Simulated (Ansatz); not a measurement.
System: cubic perovskite CsPbBr3 (cubic high-temperature phase). Method: PBEsol+SOC in Ansatz (plane waves, PAW).

Numerical settings: plane-wave cutoff 520 eV, 8×8×8 k mesh, PAW data made under PBE.

Cell (relaxed at this level):

```xyz
5
Lattice="5.8744 0.0000 0.0000 0.0000 5.8744 0.0000 0.0000 0.0000 5.8744" Properties=species:S:1:pos:R:3 pbc="T T T"
Cs     0.0000     0.0000     0.0000
Pb     2.9372     2.9372     2.9372
Br     2.9372     0.0000     2.9372
Br     0.0000     2.9372     2.9372
Br     2.9372     2.9372     0.0000
```

Give the computed Poisson ratio, elastic constant C11, elastic constant C44, Voigt–Reuss–Hill bulk modulus and elastic constant C12.


* **Poisson ratio**: 0.318
* **elastic constant C11**: 49.4 GPa
* **elastic constant C44**: 4.04 GPa
* **Voigt–Reuss–Hill bulk modulus**: 20.6 GPa
* **elastic constant C12**: 6.23 GPa

Note: the relaxation could not lower the start's symmetry, so the cell can be a saddle point above a distorted one.

Elastic constants are with the ions relaxed.

Static lattice: no zero-point or thermal effects.

Computing time: roughly 30 core-minutes.

Ansatz is a first-principles code.
